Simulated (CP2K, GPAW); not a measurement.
A CP2K input for a self-consistent single point of Ni3Pb2Se2 (R-3m, 7 atoms in the cell) (DFT LDA (Pade form), GPW, DZVP-MOLOPT-PBE-GTH basis, GTH-PBE potentials (POTENTIAL_UZH)):

```
&GLOBAL
  PROJECT calc
  RUN_TYPE ENERGY_FORCE
  PRINT_LEVEL LOW
&END GLOBAL
&FORCE_EVAL
  METHOD Quickstep
  STRESS_TENSOR ANALYTICAL
  &DFT
    BASIS_SET_FILE_NAME BASIS_MOLOPT_UZH
    POTENTIAL_FILE_NAME POTENTIAL_UZH
    &QS
      METHOD GPW
      EPS_DEFAULT 1E-10
    &END QS
    &MGRID
      CUTOFF 600
      REL_CUTOFF 50
      NGRIDS 5
    &END MGRID
    &SCF
      SCF_GUESS ATOMIC
      EPS_SCF 1E-6
      MAX_SCF 100
      ADDED_MOS 13
      &DIAGONALIZATION
        ALGORITHM STANDARD
      &END DIAGONALIZATION
      &MIXING
        METHOD BROYDEN_MIXING
        ALPHA 0.3
        NBUFFER 12
        BETA 1.5
      &END MIXING
      &SMEAR ON
        METHOD GAUSSIAN
        SIGMA [eV] 0.1
      &END SMEAR
    &END SCF
    &KPOINTS
      SCHEME MONKHORST-PACK 4 4 4
      GAMMA_CENTERED T
    &END KPOINTS
    &XC
      &XC_FUNCTIONAL PADE
      &END XC_FUNCTIONAL
    &END XC
    &PRINT
      &MO
        EIGENVALUES T
        OCCUPATION_NUMBERS T
        NDIGITS 8
        FILENAME mo
        &EACH
          QS_SCF 0
        &END EACH
        ADD_LAST NUMERIC
      &END MO
      &MULLIKEN OFF
      &END MULLIKEN
    &END PRINT
  &END DFT
  &SUBSYS
    &CELL
      ABC 5.85983300 5.85983275 5.85983303
      ALPHA_BETA_GAMMA 58.34566045 58.34566045 58.34565876
      PERIODIC XYZ
    &END CELL
    &COORD
      SCALED
      Ni       0.00000000     0.00000000     0.50000000
      Ni       0.50000000     0.00000000     0.00000000
      Ni       0.00000000     0.50000000     0.00000000
      Pb       0.00000000     0.00000000     0.00000000
      Pb       0.50000000     0.50000000     0.50000000
      Se       0.72263700     0.72263700     0.72263700
      Se       0.27736300     0.27736300     0.27736300
    &END COORD
    &KIND Ni
      BASIS_SET DZVP-MOLOPT-PBE-GTH-q18
      POTENTIAL GTH-PBE-q18
    &END KIND
    &KIND Pb
      BASIS_SET DZVP-MOLOPT-PBE-GTH-q4
      POTENTIAL GTH-PBE-q4
    &END KIND
    &KIND Se
      BASIS_SET DZVP-MOLOPT-PBE-GTH-q6
      POTENTIAL GTH-PBE-q6
    &END KIND
  &END SUBSYS
  &PRINT
    &FORCES ON
    &END FORCES
    &STRESS_TENSOR ON
    &END STRESS_TENSOR
  &END PRINT
&END FORCE_EVAL
```

Q: Write the same calculation as an input for GPAW.

A: This is the input that was run; spellings and numerical settings could be chosen otherwise.

```python
from ase import Atoms
from ase.units import GPa
from gpaw import GPAW, PW

atoms = Atoms(['Ni', 'Ni', 'Ni', 'Pb', 'Pb', 'Se', 'Se'],
              cell=[[2.856350, 1.649114, 4.843483],
                    [-2.856350, 1.649114, 4.843483],
                    [0.000000, -3.298229, 4.843483]],
              scaled_positions=[[0.000000, 0.000000, 0.500000],
                                [0.500000, 0.000000, 0.000000],
                                [0.000000, 0.500000, 0.000000],
                                [0.000000, 0.000000, 0.000000],
                                [0.500000, 0.500000, 0.500000],
                                [0.722637, 0.722637, 0.722637],
                                [0.277363, 0.277363, 0.277363]],
              pbc=True)

calc = GPAW(mode=PW(850),
            xc='LDA',
            kpts={'size': (4, 4, 4), 'gamma': True},
            occupations={'name': 'methfessel-paxton', 'width': 0.1, 'order': 0},
            nbands=-13,
            symmetry={'symmorphic': False, 'tolerance': 0.0005},
            maxiter=150)

atoms.calc = calc

energy = atoms.get_potential_energy()
print('Energy (eV):', round(energy, 6))
forces = atoms.get_forces()
print('Forces (eV/Ang):')
print(forces.round(5))
stress = atoms.get_stress()
print('Stress (GPa, Voigt):', (stress / GPa).round(4))
```

Basis, cutoffs, solver keys and any potentials are the target program's own. This input uses DFT LDA (Perdew-Wang 92), plane waves, GPAW PAW datasets LDA (gpaw-data 1.0.1). LDA parametrisations can differ slightly between programs.

The starting cell comes from a database of computed structures (which also holds hypothetical and non-ambient phases and stackings), without a prior relaxation at this level.
